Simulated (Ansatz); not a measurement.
The starting structures come from a database of crystals and need not be the phases stable at ambient conditions.

 Where the default PAW files enter, the runs use the earlier of Ansatz's two default sets.

The decay constant κ of evanescent states in the gap governs leakage through a thin film.

Input:

```yaml
crystal:
  lattice:
    - [4.18806, 0.00000, 0.00000]
    - [0.00000, 4.18806, 0.00000]
    - [0.00000, 0.00000, 7.61848]
  atoms:
    - { symbol: Pb, position: [0.00000, 0.50000, 0.80524] }
    - { symbol: Pb, position: [0.50000, 0.00000, 0.19476] }
    - { symbol: Br, position: [0.50000, 0.00000, 0.64628] }
    - { symbol: Br, position: [0.00000, 0.50000, 0.35372] }
    - { symbol: F, position: [0.50000, 0.50000, 0.00000] }
    - { symbol: F, position: [0.00000, 0.00000, 0.00000] }
```

Space group of this cell: P4/nmm. The cell was relaxed by PBE-D3(BJ).

Transport runs along the normal of the first two printed cell vectors, the (001) plane of the conventional cell.

The gap is the functional's own. No spin-orbit coupling. Mid-gap values are interpolated on the energy grid.

**Question.** Compute, with r2SCAN (Ansatz, a first-principles code), the band gap and the smallest decay constant κ at mid-gap.

**Answer.** Gap 3.05 eV on a 8×8×4 mesh; κ = 0.312 1/Å, at the zone centre.
